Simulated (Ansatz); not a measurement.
Consider these faces of fcc Pd, relaxed from ideal cuts in 1x1 cells: (100), (110), (111).

Calculation: PBE (plane waves to 420 eV, PAW; Ansatz, an electronic-structure program).

### Question
Order them by surface energy (lowest first) at the level PBE.

### Answer
(111) (1.37 J/m²), (100) (1.54 J/m²), (110) (1.60 J/m²)
